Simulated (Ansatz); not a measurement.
System: 1T (CdI2-type) FeI2. Method: LDA in Ansatz (plane waves, PAW).

Output (set-up and result lines):

```
Relaxation: its limit of steps is 80 (relax.max_steps)
Crystal: 3 atoms, lattice volume = 82.198 Å³
Basis set: ecut = 520 eV, 2215 PW (Γ), exchange–correlation on 60×60×100 points (8 copies of the dense FFT grid, shifted against one another)
Bands: 33, of which v1, the nominal top of the filled ones, is band 25 counted from 1 (24 counted from 0)
Symmetry: 12 space group operations
Space group: P-3m1 (ITA 164), of the structure as read, at distance tolerance 4.3e-5 Å
k-points: 266 of 2592
Initial density: superposition of atomic densities (chi_scale 0.1, normalization cell, long waves kept (reshape's long-wave potential 0.09 eV rms))
Functional: x = slater, c = lda
spin=Collinear: Kerker preconditioning applied to the charge; magnetization (m = ρ↑ − ρ↓) channel mixes plain (no charge-response kernel on spin).
SCF 1 converged in 15 iterations: F = -19131.612614 eV  dr2 = 2.41e-8
Crystal: 3 atoms, lattice volume = 82.198 Å³
Basis set: ecut = 520 eV, 2203 PW (Γ), exchange–correlation on 60×60×100 points (8 copies of the dense FFT grid, shifted against one another)
Initial density: handed on by an earlier stage of this run
SCF 2 converged in 9 iterations: F = -19131.610914 eV  dr2 = 9.06e-10
Crystal: 3 atoms, lattice volume = 82.198 Å³
SCF 3 converged in 13 iterations: F = -19131.614902 eV  dr2 = 1.60e-12
Crystal: 3 atoms, lattice volume = 82.198 Å³
SCF 4 converged in 7 iterations: F = -19131.614926 eV  dr2 = 6.06e-9
Crystal: 3 atoms, lattice volume = 82.198 Å³
SCF 5 converged in 9 iterations: F = -19131.614928 eV  dr2 = 1.41e-12
SCF converged after 9 iterations
Magnetization: 3.9261 μB (26.9631 up, 23.0369 down)
Free energy (F): -19131.614928 eV
Internal energy: -19131.588671 eV  (E = F + TS)
E sigma→0 (E₀):  -19131.601800 eV
Fermi energy:    9.437540 eV
--- Forces (eV/Å), atoms counted from 1 ---
  atom   1  Fe     0.00000000     0.00000000     0.00000000
  atom   2  I     -0.00000000    -0.00000000    -0.00135943
  atom   3  I      0.00000000     0.00000000     0.00135943
--- Stress (GPa, compression-positive) ---
        0.473541      -0.000000       0.000000
       -0.000000       0.473541       0.000000
        0.000000       0.000000       0.448566
  P = ⅓ Tr σ = 0.4652 GPa (4.652 kbar)
```

**Question.** Write an input file that could have produced this run (the log leaves some choices open).

**Answer.** Several could match; the one computed here: 
Ansatz 0.2 input:
```yaml
crystal:
  lattice:
    - [3.8142759303, 0.0, 0.0]
    - [-1.9071379652, 3.3032598527, 0.0]
    - [0.0, 0.0, 6.5238600643]
  atoms:
    - { symbol: Fe, position: [0.0, 0.0, 0.0], spin: 4.0 }
    - { symbol: I, position: [0.3333333333, 0.6666666667, 0.2423473271], spin: 0.0 }
    - { symbol: I, position: [0.6666666667, 0.3333333333, 0.7576526729], spin: 0.0 }
basis:
  ecutwfc: 520
  ecutrho_ratio: 4
  xc_grid: 2
kpoints:
  mp_grid: { grid: [18, 18, 8] }
hamiltonian:
  xc: lda
  dispersion: none
  pseudopotentials: { kind: paw }
scf:
  occupations: { method: fermi_dirac, width: 0.05 }
output:
  forces: true
  stress: true
  eigenvalues: true
magnetization:
  spin_polarized: true
relax:
  f_tol: 0.004
  escape_saddle: false
  max_steps: 80
  cell: { stress_tol: 0.02, fix: [volume] }
```

The cell is one volume of an energy–volume scan, off the minimum.

The PAW data were made under PBE.

The run is spin-polarised with parallel starting moments, which need not be the measured order.

Note: the magnetic order was assumed, not searched for or taken from measurement. Note: LDA has no dispersion term either, though it tends to give short spacings of layers, chains or molecules. Note: the volume lies 14 % below that of the published cell. Note: the cell has widely spaced layers and the level no dispersion term, so their spacing and the moduli can rest on weak binding. Note: functionals without U or exact exchange can leave correlated insulators metallic, so the missing gap need not be real.

It cost about 6 core-minutes (a rough figure) of CPU time.

Ansatz is a first-principles code.
